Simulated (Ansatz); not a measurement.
Data:

```yaml
crystal:
  lattice:
    - [0.00000, 3.34035, 3.34035]
    - [3.34035, 0.00000, 3.34035]
    - [3.34035, 3.34035, 0.00000]
  atoms:
    - { symbol: Te, position: [0.75000, 0.75000, 0.75000] }
    - { symbol: Cd, position: [0.00000, 0.00000, 0.00000] }
```

No spin polarisation.

Level of theory: Ansatz (a first-principles code), r2SCAN, PAW, cutoff 500 eV, no spin-orbit coupling, earlier PAW set. Settings: 9×9×9 k-points, 0.05 eV Fermi–Dirac smearing.

Predict the gap character, band gap, space group and hole mass.

The gap character is direct at Γ, the band gap comes out as 0.98 eV and the space group is F-43m (No. 216). The hole mass (degenerate bands, along [100]) comes out as 0.083, 0.60, 0.60 mₑ (at Γ).

With Te present, leaving out spin-orbit coupling can change the band edges. The cells carry an imposed strain or load. Effective masses come from finite differences of ±0.01 Å⁻¹. Stability against distortions was not tested. The cell was made from CdTe in the zinc blende structure (space group F-43m, No. 216) by this change: isotropic strain +1.87 %.
